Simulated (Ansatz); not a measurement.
A computed series for PtTe2: response to strain

The parent structure is PtTe₂ (space group P-3m1, No. 164; a = 4.053 Å, c = 5.097 Å; layered; relaxed with 0.1 eV smearing). Axes: x lies along a and z along c of the hexagonal cell.

Strains are applied to the cell and any free atomic positions relax; under biaxial strain the out-of-plane vector relaxes too.

Calculations: Ansatz (an electronic-structure program), PBE-D3(BJ), PAW, cutoff 420 eV, no spin-orbit coupling.

```tsv
biaxial strain, plane normal [001], relaxed out of plane (%)	out-of-plane strain (%)
0	0.00
0.5	-0.59
1	?
1.5	-1.74
2	-2.32
2.5	-2.88
3	-3.44
```

Fit ε⊥ = −νε + γε² (strains in %) to the rows shown and predict the withheld row.

Least squares on the printed values gives ν = 1.18 (the biaxial Poisson response) and γ = 0.011 (largest residual 0.01 %); this predicts -1.17 %, and the run gives -1.17 %, in agreement.

No phonon test of stability was made. All final runs are without spin polarisation.
